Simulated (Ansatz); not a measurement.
Consider TeO2 in the fluorite structure (space group Fm-3m, No. 225; a = 5.323 Å; a hypothetical phase, not in the database extracts checked).

Now apply this change: cell and atoms relaxed at a pressure of 60 GPa.

Levels (all Ansatz, a quantum-chemistry and plane-wave program, PAW, earlier PAW set): PBEsol (420 eV, without spin-orbit coupling); r2SCAN (500 eV, no spin-orbit coupling).

The geometry is relaxed with PBEsol.

```
Property                                            Result
--------------------------  ------------------------------
PBEsol band gap                                    0.32 eV
PBEsol smallest direct gap                         2.81 eV
PBEsol gap character        indirect, L → Γ–X (47 % along)
```

With r2SCAN at the same geometry, the band gap goes up by 0.29 eV, from 0.32 eV to 0.61 eV; the smallest direct gap increases by 0.32 eV (2.81 eV → 3.13 eV); the gap character stays indirect, L → Γ–X (47 % along).

Single points use the geometry relaxed with PBEsol. Their cutoffs differ, which shifts pressures a little. With Te present, leaving out spin-orbit coupling can change the band edges. Load acts through the strain it causes; cell and atoms are relaxed under it. Whether these cells are dynamically stable was not tested. Competing high-pressure phases were not computed.
